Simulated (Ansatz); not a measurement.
Take YN in the rock salt structure (space group Fm-3m, No. 225; a = 4.8562 Å) as the base.

One thing is altered: a hydrostatic pressure of 5 GPa.

Levels (all Ansatz, a program for electronic structure, PAW): PBEsol (420 eV, no SOC); HSE06 (420 eV, without spin-orbit coupling).

The geometry is relaxed with PBEsol.

```
Property         Result
---------------  ------
PBEsol band gap    zero
```

**Question.** What does HSE06 give at this geometry for the band gap?

**Answer.** The band gap goes from zero to 1.00 eV.

Single points use the geometry relaxed with PBEsol. HSE06 was sampled on its mesh, a few special points and the semilocal edge points, so its gap is an upper bound. Load acts through the strain it causes; cell and atoms are relaxed under it. No phonon test of stability was made. No other phases were tried under pressure. The base started in P3_121 and relaxed to Fm-3m at this level. All final runs are without spin polarisation. Gaps under 0.05 eV, about the width of the smearing, are given as zero. The zero or small gap of YN can change with the level of theory.
